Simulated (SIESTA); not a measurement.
# Cost against accuracy: kgrid.MonkhorstPack for BiSe₂ (C2/m, 12 atoms in the cell)

Cell: a = 8.6551 Å, b = 8.6551 Å, c = 12.3843 Å, α = 125.76°, β = 125.76°, γ = 28.03°.

Computed with GGA PBEsol, numerical atomic orbitals TZP, PseudoDojo PBEsol standard norm-conserving potentials (rewritten from UPF to PSML) run with SIESTA.

Base settings: XC.functional = GGA; XC.authors = PBEsol; potentials = PseudoDojo PBEsol standard; PAO.BasisSize = TZP; PAO.EnergyShift = 0.01 Ry; MeshCutoff = 300 Ry; kgrid.MonkhorstPack = 5 5 2; OccupationFunction = MP; OccupationMPOrder = 0; ElectronicTemperature = 10 meV.

Misses are taken against the tightest run, 16 16 7, which need not be fully converged itself. The energy is the free energy per atom.

Core times come from one kind of shared machine and are given to one figure; runs under 30 s give none.

The starting cell comes from a database of computed structures (which also holds hypothetical and non-ambient phases and stackings), without a prior relaxation at this level. Values carry the incompleteness of an atom-centred basis. In the base run, forces exceed 1 eV/Å.

| kgrid.MonkhorstPack | energy less reference (meV/atom) | pressure less reference (GPa) | largest difference in the force on any atom (eV/Å) | core time / reference (rough) |
|---|---|---|---|---|
| 1 1 1 | 1184.42 | 8.67 | 1.882 | 0.07 |
| 2 2 1 | 91.76 | 0.71 | 0.487 | 0.08 |
| 3 3 1 | 5.77 | 0.01 | 0.123 | 0.1 |
| 3 3 2 | 2.02 | -0.05 | 0.073 | 0.06 |
| 4 4 2 | 5.34 | 0.03 | 0.035 | 0.08 |
| 5 5 2 | 2.06 | 0.02 | 0.015 | 0.08 |
| 6 6 3 | 0.45 | 0.00 | 0.003 | 0.1 |
| 7 7 3 | 0.30 | 0.00 | 0.005 | 0.1 |
| 8 8 4 | 0.21 | 0.00 | 0.002 | 0.3 |
| 9 9 4 | 0.06 | 0.00 | 0.001 | 0.3 |
| 11 11 5 | 0.02 | 0.00 | 0.001 | 0.3 |
| 13 13 6 | 0.00 | 0.00 | 0.000 | 0.6 |
| 16 16 7 | 0.00 | 0.00 | 0.000 | 1 |

Coarsest setting among those run that, with all tighter ones, holds the energy within 10 meV/atom of the reference: 3 3 1, off by 5.8 meV/atom; it needs about 0.1 of the reference's time.

Coarsest setting among those run that, with all tighter ones, holds the energy within 0.5 meV/atom of the reference: 6 6 3, off by 0.45 meV/atom; it needs about 0.1 of the reference's time.

The step from 5 5 2 to 8 8 4: it takes the miss in the energy from 2.1 to 0.21 meV/atom, for roughly 4 times the time.
